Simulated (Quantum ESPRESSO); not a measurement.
# Effort and miss along a sweep of K_POINTS: CuAu (P4/mmm, 2 atoms in the cell)

```
CuAu
1.0
    2.80138     0.00000     0.00000
    0.00000     2.80138     0.00000
    0.00000     0.00000     3.51965
Cu Au
1 1
Direct
  0.50000   0.50000   0.50000
  0.00000   0.00000   0.00000
```

Method: PBE, SSSP 1.1.2 efficiency (PBE) pseudopotentials (plane waves; Quantum ESPRESSO 7.5).

Base settings: ecutwfc = 60 Ry; ecutrho = 480 Ry; occupations = smearing; smearing = marzari-vanderbilt; degauss = 0.0036749 Ry; potentials = {Cu: Cu_pbe_v1.2.uspp.F.UPF, Au: Au_ONCV_PBE-1.0.oncvpsp.upf}; K_POINTS = automatic 9 9 8 0 0 0; conv_thr = 1e-10 Ry; mixing_beta = 0.4.

Misses are taken against the tightest run, automatic 23 23 18 0 0 0, which need not be fully converged itself. The energy is the free energy per atom.

The count of work is k-points × plane waves × bands × iterations; it is no time, and leaves out set-up, grids and terms that scale otherwise. Core times come from one kind of shared machine and are given to one figure; runs under 30 s give none.

The starting cell comes from a database of computed structures (which also holds hypothetical and non-ambient phases and stackings), without a prior relaxation at this level. Its lattice was rescaled by a random factor within 2.5 % of one. Spin polarisation is off. In the base run, with a pressure of about 14 GPa the cell is away from its equilibrium volume at this level.

The runs (K_POINTS): automatic 1 1 1 0 0 0 | automatic 3 3 2 0 0 0 | automatic 4 4 3 0 0 0 | automatic 5 5 4 0 0 0 | automatic 7 7 5 0 0 0 | automatic 8 8 6 0 0 0 | automatic 9 9 8 0 0 0 | automatic 11 11 9 0 0 0 | automatic 13 13 10 0 0 0 | automatic 15 15 12 0 0 0 | automatic 18 18 15 0 0 0 | automatic 23 23 18 0 0 0.

Task: Which is the coarsest setting among those run that, with all tighter ones, holds the energy within 20 meV/atom of the reference, and what does it save?

Result: automatic 7 7 5 0 0 0, off by 17 meV/atom; it needs 0.044 of the reference's count of work.

Task: Which is the coarsest setting among those run that, with all tighter ones, holds the energy within 2 meV/atom of the reference, and what does it save?

Result: automatic 18 18 15 0 0 0, off by 0.60 meV/atom; its saving against the reference is no more than about a factor of 2 in the count of work. The coarser automatic 9 9 8 0 0 0 also lies inside, but a setting between leaves the range again, so that is luck.

Task: What does the step from automatic 13 13 10 0 0 0 to automatic 18 18 15 0 0 0 buy?

Result: It takes the miss in the energy from 3.9 to 0.60 meV/atom, for 2.8 times the count of work and roughly 2 times the time.

```tsv
K_POINTS	energy less reference (meV/atom)	pressure less reference (GPa)	count of work / reference	core time / reference (rough)
automatic 1 1 1 0 0 0	-2403.70	16.19	0.0012	–
automatic 3 3 2 0 0 0	-191.85	-2.07	0.0099	–
automatic 4 4 3 0 0 0	81.54	1.64	0.016	–
automatic 5 5 4 0 0 0	-46.98	-0.58	0.023	–
automatic 7 7 5 0 0 0	-16.53	-0.40	0.044	–
automatic 8 8 6 0 0 0	5.94	0.46	0.077	0.09
automatic 9 9 8 0 0 0	-1.83	-0.35	0.11	0.1
automatic 11 11 9 0 0 0	0.56	-0.31	0.14	0.2
automatic 13 13 10 0 0 0	3.93	-0.09	0.23	0.2
automatic 15 15 12 0 0 0	2.77	-0.12	0.37	0.4
automatic 18 18 15 0 0 0	0.60	0.01	0.64	0.5
automatic 23 23 18 0 0 0	0.00	0.00	1.0	1
```

Left out of this page: 1 run of the series failed or unconverged.
